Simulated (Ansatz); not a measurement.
Ni on the Al site in corundum: one set of geometries, relaxed with PBE, evaluated in Ansatz (PAW, plane waves to 420 eV, 500 eV under r2SCAN) with PBE, r2SCAN.

Set-up: 120-site cell; 2×2×2 Γ-centred k-points; start: the Al site; charged states image-corrected; no Hubbard U; energies good to tenths of an eV; flagged in the runs: a host whose relaxation on this sampling wasn't shown to rest.

```json
[
 {"quantity": "host gap (eV)", "PBE": "5.85", "r2SCAN": "6.73"},
 {"quantity": "ε(+1/0) above the VBM (eV)", "PBE": "1.27", "r2SCAN": "1.22"},
 {"quantity": "ε(0/−1) above the VBM (eV)", "PBE": "1.96", "r2SCAN": "1.80"},
 {"quantity": "ε(−1/−2) above the VBM (eV)", "PBE": "5.43", "r2SCAN": "6.25"},
 {"quantity": "neutral formation energy against fcc Al, fcc Ni, ferromagnetic (eV)", "PBE": "6.14", "r2SCAN": "6.04"},
 {"quantity": "largest moment on one atom at charge 0 (μB)", "PBE": "0.73", "r2SCAN": "0.86"},
 {"quantity": "largest moment on one atom at charge −1 (μB)", "PBE": "1.54", "r2SCAN": "1.63"},
 {"quantity": "largest moment on one atom at charge −2 (μB)", "PBE": "0.85", "r2SCAN": "0.89"}
]
```

PBE narrows the gap by 0.88 eV against r2SCAN, the highest level run, and puts the levels 0.20 eV lower above the valence-band maximum on average.

Ansatz is a first-principles code.
